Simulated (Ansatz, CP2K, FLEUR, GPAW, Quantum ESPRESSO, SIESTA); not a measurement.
# Code comparison for MgAsPt₅ (P4/mmm, 7 atoms in the cell)

Self-consistent single point, at a second geometry (lattice scaled by 0.98). First geometry:

```xyz
7
Lattice="3.8938 0.0000 0.0000 0.0000 3.8938 0.0000 0.0000 0.0000 7.0262" Properties=species:S:1:pos:R:3 pbc="T T T"
Mg     0.0000     0.0000     0.0000
As     1.9469     1.9469     3.5131
Pt     1.9469     1.9469     0.0000
Pt     0.0000     1.9469     1.9610
Pt     0.0000     1.9469     5.0652
Pt     1.9469     0.0000     1.9610
Pt     1.9469     0.0000     5.0652
```

Shared settings, as Ansatz (a quantum-chemistry and plane-wave program) writes them: kpoints.mp_grid.grid = 6 6 3; scf.occupations.method = gaussian; scf.occupations.width = 0.1 eV. Potentials and cutoffs stand in the table.

| code | model | ΔF from the first geometry (meV/atom) | pressure (GPa) | largest force (eV/Å) | cutoff |
|---|---|---|---|---|---|
| Quantum ESPRESSO | PBEsol, GBRV 1.5 ultrasoft (PBESOL) pseudopotentials | 80.9 | 22.73 | 0.044 | 40 Ry |
| GPAW | PBEsol, GPAW PAW datasets PBEsol (made by gpaw-setup) | 81.1 | 23.46 | 0.017 | 800 eV |
| FLEUR | PBEsol, all-electron FLAPW (FLEUR), scalar-relativistic valence | – | – | 0.069 | Kmax 3.8 1/bohr |
| SIESTA | GGA PBEsol, numerical atomic orbitals DZP, PseudoDojo PBEsol standard norm-conserving potentials (rewritten from UPF to PSML) | 100.3 | 28.01 | 0.548 | grid 300 Ry |
| Ansatz | PBEsol, PAW files made with PBE | 78.8 | 23.00 | 0.059 | 420 eV |
| CP2K | PBEsol, GPW, TZVP-MOLOPT-SR-GTH basis, GTH-PBE potentials (GTH_POTENTIALS) | 98.4 | 27.03 | 0.082 | grid 500 Ry |

For Quantum ESPRESSO (by 0.8 GPa) the energy change implies a higher mean pressure, against the two pressures, than for the other programs: a sign of finite-basis (Pulay) stress.

A dash marks a value that a program does not give, or that is left out as unsure.

On Ansatz's run: spin-orbit coupling is off. Spin polarisation is off; with an odd number of electrons in the cell that forces a metal, and a magnetic state may lie lower.

The spread over the programs that give each value: ΔF from the first geometry within 21.5 meV/atom; pressure within 5.28 GPa; largest force within 0.531 eV/Å.

SIESTA and CP2K use small atom-centred bases, whose incompleteness enters pressures, forces and empty levels differently from a plane-wave cutoff. FLEUR treats all electrons, but the usual bases taken here (sphere radii, linearisation, local orbitals, empty states) were not tested for convergence, so the values are no reference for the others. Ansatz's pressure is given at a fixed set of plane waves, as the other plane-wave codes print theirs; with its correction for the finite basis it is 23.09 GPa. In the pressure, SIESTA (by 5.00) and CP2K (by 4.02) lie more than 1 GPa from the median of the plane-wave programs. In the force vectors, SIESTA (by 0.531) lies more than 0.08 eV/Å from the median of the plane-wave programs.

The starting cell comes from a database of computed structures (which also holds hypothetical and non-ambient phases and stackings), without a prior relaxation at this level. Its lattice was rescaled by a random factor within 2.5 % of one. For this run, on top of that: lattice scaled by 0.98.

Left out of this page: Elk (not drawn, or without a comparable value).

Keys are those of Ansatz 0.2.
